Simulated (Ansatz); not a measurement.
**Fe$_{8}$N (space group I4/mmm, No. 139; ferromagnetic; a cell from a computed database, its experimental status unchecked)**

Space group I4/mmm (No. 139); a = 5.5688 Å, b = 5.5688 Å, c = 6.1432 Å, α = 90.00°, β = 90.00°, γ = 90.00°

```csv
atom,site,symmetry,x,y,z
Fe,4d,-4m2,0.0000,0.5000,0.2500
Fe,4e,4mm,0.0000,0.0000,0.2933
Fe,8h,m.2m,0.2431,0.2431,0.0000
N,2a,4/mmm,0.0000,0.0000,0.0000
```
(The calculation used a cell of 9 atoms; values per cell refer to that cell.)

Level of theory: plane-wave PAW DFT at the PBEsol level (Ansatz, a program for electronic structure, 420 eV), scalar-relativistic without spin-orbit coupling. Γ-centred 12×12×12 mesh, Fermi–Dirac width 0.05 eV.

```yaml
volume_per_atom: 10.58 Å³
density: 8.03 g/cm³
band_gap: zero
magnetic_state: ferromagnetic
total_energy: -3996.635 eV/atom (σ→0; compares only within this code and set-up)
```

Other magnetic orders, which the real material may have, were not ruled out. No phonon test of stability was made.
